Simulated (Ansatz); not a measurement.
An Ansatz (a first-principles code) run: HfO2 with a change (biaxial strain +2.00 %, plane normal [001], relaxed out of plane); Ansatz LDA, scalar-relativistic without spin-orbit coupling.

Input:

Ansatz 0.2 input:
```yaml
crystal:
  lattice:
    - [3.6069919699, 0, 0]
    - [0, 3.6069919699, 0]
    - [1.8034959849, -1.8034959849, 2.475512938]
  atoms:
    - { symbol: Hf, position: [0, 0, 0] }
    - { symbol: O, position: [0.75, 0.75, 0.5] }
    - { symbol: O, position: [0.25, 0.25, 0.5] }
basis: { ecutwfc: 420, ecutrho_ratio: 4, xc_grid: 2, fft_grid_basis: typed }
kpoints: { mp_grid: { grid: [11, 11, 11] } }
hamiltonian:
  xc: lda
  dispersion: none
  pseudopotentials: { kind: paw }
scf: { occupations: { method: fermi_dirac, width: 0.05 } }
relax: { f_tol: 0.005, max_steps: 50, cell: { stress_tol: 0.01, fix: [a, b, gamma] } }
output: { forces: true, stress: true }
checkpoint: { write: state.ck, write_every: 1000 }
```

Output (explanatory and most iteration lines left out):

```
Relaxation: its limit of steps is 50 (relax.max_steps)
Pseudopotential: Hf, paw, valence charge 26
Pseudopotential: O, paw, valence charge 6
Crystal: 3 atoms, lattice volume = 32.207 Å³
Basis set: ecut = 420 eV, 629 PW (Γ), exchange–correlation on 50×50×48 points (8 copies of the dense FFT grid, shifted against one another)
Bands: 23, of which v1, the nominal top of the filled ones, is band 19 counted from 1 (18 counted from 0)
Symmetry: 16 space group operations
Space group: I4/mmm (ITA 139), of the structure as read, at distance tolerance 3.2e-5 Å
k-points: 126 of 1331
Functional: x = slater, c = lda
SCF iter   1: F=—  HF=-16592.959487 eV  |F-HF|=—  |Δ(HF+E_count)|=         —  Δρ=1.86e-2  dr2=9.81e-2  ethr=1.77e-3  ⟨swp⟩=4.6  Hψ=10657  notcnv=0
SCF iter   2: F=—  HF=-16592.946162 eV  |F-HF|=—  |Δ(HF+E_count)|=   1.33e-2  Δρ=1.32e-2  dr2=4.13e-2  ethr=2.58e-4  ⟨swp⟩=2.0  Hψ=6279  notcnv=0
SCF 1 converged in 7 iterations: F = -16592.934356 eV  dr2 = 4.31e-9
relax step   1: F+E_penalty+E_count = -16592.93435630 eV  Δ(F+E_penalty+E_count) = +0.000e0 eV  max|allowed force component| = 8.674e-18 eV/Å  Δτ_max = 0.0000 Å  P = -7.800 GPa  Ω = 32.207 Å³  fix = [a, b, gamma]  reactions: a -12.452, b -12.452 GPa  (7 SCF iters, dr2 threshold 1.00e-7 eV, accepted)
[... steps on the carried basis left out ...]
relax step   5: F+E_penalty+E_count = -16592.93466718 eV  Δ(F+E_penalty+E_count) = +1.874e-5 eV  max|allowed force component| = 4.527e-18 eV/Å  Δτ_max = 0.0000 Å  P = -8.456 GPa  Ω = 32.292 Å³  energy of the carried Pulay correction = -1.912e-5 eV  fix = [a, b, gamma]  reactions: a -12.684, b -12.684 GPa  (3 SCF iters, dr2 threshold 5.53e-9 eV, accepted)
Crystal: 3 atoms, lattice volume = 32.292 Å³
SCF iter   1: F=—  HF=-16592.934694 eV  |F-HF|=—  |Δ(HF+E_count)|=         —  Δρ=3.46e-6  dr2=2.31e-9  ethr=2.39e-8  ⟨swp⟩=3.5  Hψ=19796  notcnv=0
SCF iter   2: F=—  HF=-16592.934695 eV  |F-HF|=—  |Δ(HF+E_count)|=   1.47e-6  Δρ=2.19e-6  dr2=9.52e-10  ethr=6.08e-12  ⟨swp⟩=3.0  Hψ=6723  notcnv=0
SCF 6 converged in 5 iterations: F = -16592.934695 eV  dr2 = 1.94e-13
SCF converged after 5 iterations
Free energy (F): -16592.934695 eV
Internal energy: -16592.934695 eV  (E = F + TS)
E sigma→0 (E₀):  -16592.934695 eV
Fermi energy:    17.703372 eV
--- Forces (eV/Å), atoms counted from 1 ---
  atom   1  Hf     0.00000000     0.00000000     0.00000000
  atom   2  O      0.00000000    -0.00000000     0.00000000
  atom   3  O     -0.00000000     0.00000000    -0.00000000
--- Stress (GPa, compression-positive) ---
      -12.684356       0.000000      -0.000000
        0.000000     -12.684356       0.000000
       -0.000000       0.000000       0.001722
  P = ⅓ Tr σ = -8.4557 GPa (-84.557 kbar)
--- Relaxed structure (4 steps of the walk, 4 accepted, 2 SCFs on fresh bases) ---
  cell:  # Å, volume = 32.2918 Å³
    - [3.6069919699, 1.8393490396925358e-22, 3.642660575983209e-11]
    - [1.8393490264220905e-22, 3.6069919699, -3.642660562842708e-11]
    - [1.8034959849249346, -1.8034959849249346, 2.482002762203608]
  atoms:
    - { symbol: Hf, position: [-2.4306711155202327e-35, 2.0590650041190847e-36, 1.3017188468852137e-35] }
    - { symbol: O, position: [0.7499999999999998, 0.7499999999999998, 0.4999999999999999] }
    - { symbol: O, position: [0.24999999999999994, 0.24999999999999997, 0.4999999999999999] }
```

Spin-orbit coupling, missing from the scalar runs, can matter with Hf. Stability against distortions was not tested. The cell was made from HfO2 in the fluorite structure (space group Fm-3m, No. 225) by this change: biaxial strain +2.00 %, plane normal [001], relaxed out of plane. This is not the structure that HfO2 has at room temperature and ambient pressure.
